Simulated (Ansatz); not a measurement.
The parent structure is Sn in the diamond structure (space group Fd-3m, No. 227).

```xyz
2
Lattice="0.0000 3.2832 3.2832 3.2832 0.0000 3.2832 3.2832 3.2832 0.0000" Properties=species:S:1:pos:R:3 pbc="T T T"
Sn     0.0000     0.0000     0.0000
Sn     1.6416     1.6416     1.6416
```

Calculations: r2SCAN (Ansatz, a quantum-chemistry and plane-wave program, PAW, no spin-orbit coupling).

Strains are applied to the cell and any free atomic positions relax.

One change was made to it. Results:

```json
[
 {"quantity": "energy relative to the base (free energy F)", "base": "0 meV/atom", "after": "+24 meV/atom"},
 {"quantity": "pressure", "base": "0.0 GPa", "after": "-2.6 GPa"},
 {"quantity": "band gap", "base": "zero", "after": "zero"}
]
```

### Question
Name the change that was made.
A. isotropic strain +2.50 %
B. isotropic strain +0.50 %
C. isotropic strain +1.50 %
D. isotropic strain +3.00 %

### Answer
A, isotropic strain +2.50 %. For comparison, the energy relative to the base in the other runs: isotropic strain +3.00 % gives +34 meV/atom; isotropic strain +0.50 % gives +1.0 meV/atom; isotropic strain +1.50 % gives +9.0 meV/atom.

Stability against distortions was not tested.
